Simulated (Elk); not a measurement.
## Worked example: self-consistent single point of Cs (Im-3m, 1 atom in the cell) in Elk

Computed with Elk with PBE, all-electron FP-LAPW, Elk's shipped species files, APW+lo basis with extra local orbitals.

The input file:

```
tasks
  0

xctype
  20

rgkmax
  8.0

gmaxvr
  16.0

nxlo
  2

lorbcnd
  .true.

lmaxi
  2

stype
  3

swidth
  0.00183747

scale
  10.34218297

avec
   -0.5773502692    0.5773502692    0.5773502692
    0.5773502692   -0.5773502692    0.5773502692
    0.5773502692    0.5773502692   -0.5773502692

sppath
  './'

atoms
  1   : nspecies
  'Cs.in'   : spfname
  1   : natoms; atposl, bfcmt below
  0.0000000000  0.0000000000  0.0000000000    0.0 0.0 0.0

ngridk
  6 6 6
```

The program printed (abridged):

```
│ Elk code version 10.2.4 │

All units are atomic (Hartree, Bohr, etc.)

│ Ground-state run starting from atomic densities │

Lattice vectors :
  -5.971062122       5.971062122       5.971062122
   5.971062122      -5.971062122       5.971062122
   5.971062122       5.971062122      -5.971062122

Unit cell volume      :    851.5590326
Brillouin zone volume :   0.2912895101

Muffin-tin inner radius fraction :   0.1000000000E-01

Nuclei treated as point charges

Species :    1 (Cs)
 parameters loaded from : Cs.in
 name : caesium
 nuclear charge    :   -55.00000000
 electronic charge :    55.00000000
 atomic mass :    242271.8144
 muffin-tin radius :    2.800000000
 number of radial points in muffin-tin :    697
 atomic positions (lattice), magnetic fields (Cartesian) :
   1 :   0.00000000  0.00000000  0.00000000    0.00000000  0.00000000  0.00000000

Total number of atoms per unit cell :    1

Spin treatment :
 spin-unpolarised

Number of Bravais lattice symmetries :   48
Number of crystal symmetries         :   48
Crystal has inversion symmetry
Real symmetric eigensolver will be used

k-point grid :      6     6     6
k-point offset :    0.000000000       0.000000000       0.000000000
k-point set is reduced with full crystal symmetry group
Total number of k-points :       16

Muffin-tin radius times maximum |G+k| :    8.000000000
 using average radius
Maximum |G+k| for APW functions       :    2.857142857
Maximum (1/2)|G+k|²                   :    4.081632653
Maximum |G| for potential and density :    16.00000000
 potential will be trimmed for |G| > 2 gkmax
Constant for pseudocharge density :   11
Radial integration step length :    4

G-vector grid sizes :     54    54    54
Number of G-vectors :    58799

Maximum angular momentum used for
 APW functions                      :    8
 outer part of muffin-tin           :    6
 inner part of muffin-tin           :    2

Total nuclear charge    :   -55.00000000
Total core charge       :    36.00000000
Total valence charge    :    19.00000000
Total excess charge     :    0.000000000
Total electronic charge :    55.00000000

Effective Wigner radius, rₛ :    1.546160190

Number of empty states         :    4
Total number of valence states :   14
Total number of core states    :   36

Conduction state local-orbitals added automatically
Total number of local-orbitals :   83

Exchange-correlation functional :     20     0     0
 Perdew-Burke-Ernzerhof, Phys. Rev. Lett. 77, 3865 (1996)
 gradient requirement :    1
 generalised gradient approximation (GGA)

Smearing type :    3
 Fermi-Dirac
Smearing width :   0.1837470000E-02
Effective electronic temperature (K) :    580.2271348

Mixing type :    3
 Broyden mixing, J. Phys. A: Math. Gen. 17, L317 (1984)

Kohn-Sham potential initialised from atomic data

│ Self-consistent loop started │
│ Loop number : 1 │
 total energy                :     -7791.03167787
│ Loop number : 2 │
 total energy                :     -7791.05019422
RMS change in Kohn-Sham potential (target) :   0.7780189254E-01 (  0.1000000000E-05)
Absolute change in total energy (target)   :   0.1851635699E-01 (  0.1000000000E-03)
│ Loop number : 3 │
 total energy                :     -7791.04524561
RMS change in Kohn-Sham potential (target) :   0.7233604579E-01 (  0.1000000000E-05)
Absolute change in total energy (target)   :   0.3195255458E-03 (  0.1000000000E-03)
│ Loop number : 4 │
 total energy                :     -7790.77521872
RMS change in Kohn-Sham potential (target) :   0.4189510802E-01 (  0.1000000000E-05)
Absolute change in total energy (target)   :   0.2701067749     (  0.1000000000E-03)
│ Loop number : 5 │
 total energy                :     -7790.51668035
RMS change in Kohn-Sham potential (target) :   0.1517414825E-01 (  0.1000000000E-05)
Absolute change in total energy (target)   :   0.3260650540     (  0.1000000000E-03)
│ Loop number : 6 │
 total energy                :     -7790.40907729
RMS change in Kohn-Sham potential (target) :   0.3965827812E-02 (  0.1000000000E-05)
Absolute change in total energy (target)   :   0.1891193239     (  0.1000000000E-03)
│ Loop number : 7 │
 total energy                :     -7790.37002382
RMS change in Kohn-Sham potential (target) :   0.1901455549E-03 (  0.1000000000E-05)
Absolute change in total energy (target)   :   0.8633330397E-01 (  0.1000000000E-03)
│ Loop number : 8 │
 total energy                :     -7790.36600661
RMS change in Kohn-Sham potential (target) :   0.1014519075E-03 (  0.1000000000E-05)
Absolute change in total energy (target)   :   0.2560053902E-01 (  0.1000000000E-03)
│ Loop number : 9 │
 total energy                :     -7790.36217958
RMS change in Kohn-Sham potential (target) :   0.3394016746E-04 (  0.1000000000E-05)
Absolute change in total energy (target)   :   0.1022716442E-01 (  0.1000000000E-03)
│ Loop number : 10 │
 total energy                :     -7790.36105526
RMS change in Kohn-Sham potential (target) :   0.5409368451E-05 (  0.1000000000E-05)
Absolute change in total energy (target)   :   0.3681110704E-02 (  0.1000000000E-03)
│ Loop number : 11 │
 total energy                :     -7790.36087879
RMS change in Kohn-Sham potential (target) :   0.1754977563E-05 (  0.1000000000E-05)
Absolute change in total energy (target)   :   0.1096751227E-02 (  0.1000000000E-03)
│ Loop number : 12 │
 total energy                :     -7790.36093137
RMS change in Kohn-Sham potential (target) :   0.6651725042E-06 (  0.1000000000E-05)
Absolute change in total energy (target)   :   0.2216019639E-03 (  0.1000000000E-03)
│ Loop number : 13 │
 total energy                :     -7790.36097622
RMS change in Kohn-Sham potential (target) :   0.1206376324E-06 (  0.1000000000E-05)
Absolute change in total energy (target)   :   0.1054874701E-04 (  0.1000000000E-03)
Convergence targets achieved

│ Loop number : 14 │

Energies :
 Fermi                       :     0.495563167083E-01
 sum of eigenvalues          :     -4791.46905336
 electron kinetic            :      8295.25412360
 core electron kinetic       :      8056.98634634
 Coulomb                     :     -15892.8553730
 Coulomb potential           :     -12835.1357959
 nuclear-nuclear             :     -429.510069822
 electron-nuclear            :     -18091.5548104
 Hartree                     :      2628.20950728
 Madelung                    :     -9475.28747503
 xc potential                :     -251.587381115
 exchange                    :     -189.812743314
 correlation                 :     -2.94632570364
 electron entropic           :    -0.658459360149E-03
 total energy                :     -7790.36097683

Density of states at Fermi energy :    67.51964985
 (states/Hartree/unit cell)

Estimated indirect band gap :   0.5291613993E-02
 from k-point      8 to k-point      6
Estimated direct band gap   :   0.5174268815E-01
 at k-point      8

Charges :
 core                        :    36.00000000
 valence                     :    19.00000000
 interstitial                :    2.017300358
 muffin-tins (core leakage)
  species :    1 (Cs)
   atom    1                 :    52.98269964     (  0.1225764474E-04)
 total in muffin-tins        :    52.98269964
 total calculated charge     :    54.99807170
 total charge                :    55.00000000
 error                       :   0.1928300142E-02

│ Self-consistent loop stopped │
```

The run converged in 14 iterations. The count includes the last loop, which Elk runs after its targets are met.

The starting cell comes from a database of computed structures (which also holds hypothetical and non-ambient phases and stackings), without a prior relaxation at this level. Its lattice was rescaled by a random factor within 2.5 % of one. Values depend on the basis (sphere radii, cutoffs, local orbitals), which need not be converged. The log's line on a gap gives a spacing of levels on this mesh, which the program prints for metals too.
